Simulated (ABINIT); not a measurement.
A working ABINIT input for ReOs₃ (P6_3/mmc, 8 atoms in the cell) (DFT, PBEsol, plane waves, PAW (JTH v2.0 PBE PAW, files made for PBE)):

```
# ReOs3, JTH v2.0 PBE PAW
pp_dirpath "./"
pseudos "Re.GGA_PBE-JTH.xml, Os.GGA_PBE-JTH.xml"
acell 10.4123717062 10.4123717062 8.2039436139
rprim
         1.0000000000    0.0000000076    0.0000000000
        -0.5000000066    0.8660254000    0.0000000000
         0.0000000000    0.0000000000    1.0000000000
natom 8
ntypat 2
znucl 75 76
typat 1 1 2 2 2 2 2 2
xcart
        -0.0000000460    6.0115856075    6.1529577104
         5.2061858301    3.0057928436    2.0509859035
        -0.0000000231    3.0155916883    2.0509859035
         5.2061858072    6.0017867628    6.1529577104
         7.8007926852    1.5077959038    6.1529577104
        -2.5946069011    7.5095825472    2.0509859035
         2.5946067862    7.5095825869    2.0509859035
         2.6115789980    1.5077958641    6.1529577104
ecut 544 eV
pawecutdg 1088 eV
ixc -116133
occopt 3
tsmear 0.1 eV
nband 49
kptopt 1
ngkpt 5 5 5
nshiftk 1
shiftk 0.5 0.5 0.5
chksymbreak 0
nstep 100
tolvrs 1.0e-11
prtwf 0
prtden 0
prtvol 1
enunit 1
```

The run converged in 13 iterations: free energy E − TS -6952.20 eV; Fermi level (on the code's own zero) 9.69 eV; pressure -6.48 GPa; largest force (vector length) 0.046 eV/Å. Each of these slips is then made, one at a time:

(1)
```diff
-pp_dirpath "./"
-pseudos "Re.GGA_PBE-JTH.xml, Os.GGA_PBE-JTH.xml"
```

(2)
```diff
-pawecutdg 1088 eV
+pawecutdg 435 eV
```

(3)
```diff
-nband 49
+nband 38
```

### Question
How does each altered input end?

### Answer

(1) No pseudopotentials named. The program stopped before any SCF iteration, with the message: `pseudos` variable must be specified in input when the code is invoked with the `abinit t01.in` syntax.

(2) A density cutoff or grid that is too coarse. The program stopped before any SCF iteration.
```
chkdpr: ERROR -
      Context : the value of the variable pawecutdg>=ecut is   0.
      The value of the input variable pawecutdg is  1.598595654811E+01,
      while it must be larger or equal to  1.999163301649E+01.
      Action: you should change the input variables pawecutdg or pawecutdg>=ecut.
Checking consistency of input data against itself g [...]
```

(3) Too few bands. The program stopped before any SCF iteration.
```
Initialization of occ variables with occopt: 3
There are not enough bands to get charge balance right with nelect:  7.8000E+01
Action: modify input file
(check the pseudopotential charges, the variable cellcharge, the variable jellslab,
and the declared number of bands, nband)
```

The starting cell comes from a database of computed structures (which also holds hypothetical and non-ambient phases and stackings), without a prior relaxation at this level. Spin polarisation is off. The potentials were made for another functional than the one used. In the base run, with a pressure of about -6 GPa the cell is away from its equilibrium volume at this level.

Left out of this page: 3 runs of the series with a known weakness of the program.
